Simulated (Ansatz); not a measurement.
Results of r²SCAN (plane waves, PAW; Ansatz, a program for electronic structure) for ScF3 (within 0.1 Å of Pm-3m, No. 221, 4 atoms in the cell; start mp-559092).

Settings: plane-wave cutoff 500 eV, 10×10×10 k mesh, Fermi–Dirac smearing 0.05 eV, scalar-relativistic PAW data made under PBE.

Cell (relaxed at this level):

```
CELL_PARAMETERS angstrom
      2.84958     1.64520     2.32710
     -2.84958     1.64520     2.32710
      0.00000    -3.29041     2.32710
ATOMIC_POSITIONS crystal
  Sc 0.00000 0.00000 0.00000
  F  0.50000 0.99970 0.00030
  F  0.00030 0.50000 0.99970
  F  0.99970 0.00030 0.50000
```

Task: Predict the band gap.

Result: 
* **band gap**: 6.98 eV (on the SCF k mesh)

Static lattice: no zero-point or thermal effects.

The result took about 2.1 core-minutes (a rough figure).

A start named mp-… is a Materials Project structure, which need not be a measured phase.
